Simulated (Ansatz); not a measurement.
# Bulk modulus of CsCl-type TiCo: levels of theory against measurement

Reference value: 154 GPa (measured, room temperature, no zero-point or thermal correction; as tabulated in Yamada et al. (2019), arXiv:1910.09660).

Task: What do LDA, PBE, PBEsol, PBEsol-D3(BJ), rVV10, r²SCAN-D4, B3LYP (VWN-RPA form) give, and how far is each from the reference?

Result: 
```json
[
 {"level (code)": "LDA (Ansatz)", "value (GPa)": "210", "cell (Å³/atom)": "12.21", "difference (%)": "+36"},
 {"level (code)": "PBE (Ansatz)", "value (GPa)": "179", "cell (Å³/atom)": "13.12", "difference (%)": "+16.2"},
 {"level (code)": "PBEsol (Ansatz)", "value (GPa)": "196", "cell (Å³/atom)": "12.62", "difference (%)": "+27"},
 {"level (code)": "PBEsol-D3(BJ) (Ansatz)", "value (GPa)": "211", "cell (Å³/atom)": "12.17", "difference (%)": "+37"},
 {"level (code)": "rVV10 (Ansatz)", "value (GPa)": "179", "cell (Å³/atom)": "13.26", "difference (%)": "+16.2"},
 {"level (code)": "r²SCAN-D4 (Ansatz)", "value (GPa)": "196", "cell (Å³/atom)": "12.77", "difference (%)": "+27"},
 {"level (code)": "B3LYP (VWN-RPA form) (Ansatz)", "value (GPa)": "191", "cell (Å³/atom)": "13.04", "difference (%)": "+24"}
]
```

Once the reference is moved by up to 8.0 % (a margin picked here for doubts on the reference and the settings, and for temperature and zero-point motion) and values within 1.7 % count as equal, the nearest can be PBE (+16.2 %) or rVV10 (+16.2 %). By the same margin the farthest can be PBEsol-D3(BJ) (+37 %) or LDA (+36 %). All 7 levels lie above the reference.

The reference isn't brought to a static lattice, while the calculations are for one, so the differences are not the levels' errors alone. A static lattice is as a rule stiffer than a warm one, by over a tenth in soft solids. The crystal itself was run without spin with LDA, PBE, PBEsol, PBEsol-D3(BJ), rVV10, r²SCAN-D4, B3LYP (VWN-RPA form); a magnetic state was not tried in these runs. B3LYP (VWN-RPA form): the run has no spin polarisation, so it can have missed a magnetic state. Each level is taken at its own relaxed cell. Cutoffs and k meshes differ between the levels. Ansatz's density-functional and Hartree–Fock values are scalar-relativistic unless marked +SOC, with PAW data made under PBE.

Differences are worked out from the printed values.

Ansatz is a quantum-chemistry and plane-wave program.
